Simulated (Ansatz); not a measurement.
# A computed series for SrTiO3: pressure series

Take SrTiO₃ in the cubic perovskite structure (space group Pm-3m, No. 221; a = 3.891 Å) as the base.

Cell and atoms are relaxed at each pressure.

Levels (all Ansatz, a first-principles code, PAW): PBEsol (420 eV, no spin-orbit coupling); r2SCAN (500 eV, no spin-orbit coupling); HSE06 (420 eV, no SOC).

Band gaps by level, all at the geometries relaxed with PBEsol:

| case | PBEsol | r2SCAN | HSE06 |
|---|---|---|---|
| base | 1.85 eV | 2.29 eV | 3.37 eV |
| pressure −2 GPa | 1.83 eV | 2.26 eV | 3.34 eV |
| pressure −1 GPa | 1.84 eV | 2.28 eV | 3.35 eV |
| pressure 7 GPa | 1.91 eV | … | 3.45 eV |
| pressure 15 GPa | 1.97 eV | 2.44 eV | 3.53 eV |
| pressure 30 GPa | 2.05 eV | … | 3.65 eV |
| pressure 75 GPa | 2.20 eV | 2.75 eV | 3.85 eV |
| pressure 100 GPa | 2.18 eV | 2.78 eV | 3.92 eV |

### Question
What belongs in the blanks?

### Answer

- pressure 7 GPa, r2SCAN: 2.37 eV
- pressure 30 GPa, r2SCAN: 2.55 eV

Single points use the geometry relaxed with PBEsol. The hybrid gap comes from the SCF mesh plus the semilocal run's edge points and a few special points and is an upper bound. Load acts through the strain it causes; cell and atoms are relaxed under it. Whether these cells are dynamically stable was not tested. Competing high-pressure phases were not computed. All final runs are without spin polarisation. Many cubic perovskites are stable only at high temperature; tilts and polar distortions were not tested.
